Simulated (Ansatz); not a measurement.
Reference: PdIn (Pm-3m), PBEsol, DFPT electron-phonon coupling, linearised Boltzmann equation (plane waves, PAW, scalar-relativistic; Ansatz, a quantum-chemistry and plane-wave program); geometry: relaxed with this functional, without spin-orbit coupling.

```cif
data_InPd
_chemical_formula_sum 'In1 Pd1'
_space_group_name_H-M_alt 'Pm-3m'
_space_group_IT_number 221
_space_group_name_Hall '-P 4 2 3'
_cell_length_a 3.24874
_cell_length_b 3.24874
_cell_length_c 3.24874
_cell_angle_alpha 90.000
_cell_angle_beta 90.000
_cell_angle_gamma 90.000
loop_
_atom_site_label
_atom_site_type_symbol
_atom_site_symmetry_multiplicity
_atom_site_Wyckoff_symbol
_atom_site_fract_x
_atom_site_fract_y
_atom_site_fract_z
_atom_site_occupancy
In1 In 1 b 0.50000 0.50000 0.50000 1
Pd1 Pd 1 a 0.00000 0.00000 0.00000 1
```

The resistivity at 300 K is 13.0 μΩ·cm.

### Question
Replace In by Cu on the same sites and relax. What happens?

### Answer
PdCu (Pm-3m): volume per atom 17.1 to 13.0 Å³; resistivity at 300 K falls (13.0 μΩ·cm to 4.6 μΩ·cm).

### Question
Swap In for Sc, keeping the structure type. How do these values move?

### Answer
ScPd (Pm-3m): volume per atom 17.1 to 17.5 Å³; resistivity at 300 K stays about the same (13.0 μΩ·cm to 11.9 μΩ·cm).

### Question
Replace Pd by Ca on the same sites and relax. What happens?

### Answer
CaIn (Pm-3m): volume per atom 17.1 to 27.3 Å³; resistivity at 300 K rises (13.0 μΩ·cm to 19.6 μΩ·cm).

Moves up to 12 % count as about the same. Metals; harmonic phonons alone scatter; means over directions. Halving the electron mesh moves these values by up to 8 %; q meshes are mostly untested. Some of the runs warned that the eigensolver left states short of its tolerance. Spin-orbit coupling is left out.

Formula and space group known from diffraction (Crystallography Open Database), not checked to be the room-temperature form: PdCu (Pm-3m), ScPd (Pm-3m). Computed structure with no diffraction record at hand here (it may be known, metastable or hypothetical): CaIn (Pm-3m), PdIn (Pm-3m).
